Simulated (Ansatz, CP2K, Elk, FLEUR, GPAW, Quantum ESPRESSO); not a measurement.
## LaBi3 (Pm-3m, 4 atoms in the cell) computed with different codes at matched settings

Self-consistent single point, at a second geometry (lattice scaled by 0.98). First geometry:

```xyz
4
Lattice="4.9862 0.0000 0.0000 0.0000 4.9862 0.0000 0.0000 0.0000 4.9862" Properties=species:S:1:pos:R:3 pbc="T T T"
La     0.0000     0.0000     0.0000
Bi     2.4931     0.0000     2.4931
Bi     0.0000     2.4931     2.4931
Bi     2.4931     2.4931     0.0000
```

Shared settings, as Ansatz (a first-principles code) writes them: kpoints.mp_grid.grid = 5 5 5; scf.occupations.method = fermi_dirac; scf.occupations.width = 0.05 eV. Potentials and cutoffs stand in the table.

| code | model | ΔF from the first geometry (meV/atom) | pressure (GPa) | cutoff |
|---|---|---|---|---|
| Ansatz | LDA (PW92), PAW files made with PBE | -16.2 | 0.40 | 420 eV |
| Elk | LDA (PW92), all-electron FP-LAPW, Elk's shipped species files, APW+lo basis with extra local orbitals | -14.1 | – | rgkmax 7.5 |
| CP2K | LDA (Pade form), GPW, DZVP-MOLOPT-SR-GTH basis, GTH-PADE potentials (GTH_POTENTIALS) | -4.2 | 1.56 | grid 500 Ry |
| Quantum ESPRESSO | LDA (PZ), SSSP 1.1.2 efficiency (PBE) pseudopotentials | -15.0 | 0.52 | 50 Ry |
| FLEUR | LDA (Perdew-Zunger), all-electron FLAPW (FLEUR), scalar-relativistic valence | -14.5 | – | Kmax 3.8 1/bohr |
| GPAW | LDA (Perdew-Wang 92), GPAW PAW datasets LDA (gpaw-data 1.0.1) | -16.9 | 0.34 | 800 eV |

A dash marks a value that a program does not give, or that is left out as unsure.

On Ansatz's run: spin-orbit coupling is off.

The spread over the programs that give each value: ΔF from the first geometry within 12.7 meV/atom; pressure within 1.22 GPa.

CP2K uses small atom-centred bases, whose incompleteness enters pressures, forces and empty levels differently from a plane-wave cutoff. Elk and FLEUR treat all electrons, but the usual bases taken here (sphere radii, linearisation, local orbitals, empty states) were not tested for convergence, so the values are no reference for the others. Ansatz's pressure is given at a fixed set of plane waves, as the other plane-wave codes print theirs. The same LDA comes in different parametrisations, which differ slightly. In the pressure, CP2K (by 1.16) lies more than 1 GPa from the median of the plane-wave programs.

The starting cell comes from a database of computed structures (which also holds hypothetical and non-ambient phases and stackings), without a prior relaxation at this level. Its lattice was rescaled by a random factor within 2.5 % of one. For this run, on top of that: lattice scaled by 0.98.

Left out of this page: ABINIT (with a known weakness of the program).

Keys are those of Ansatz 0.2.
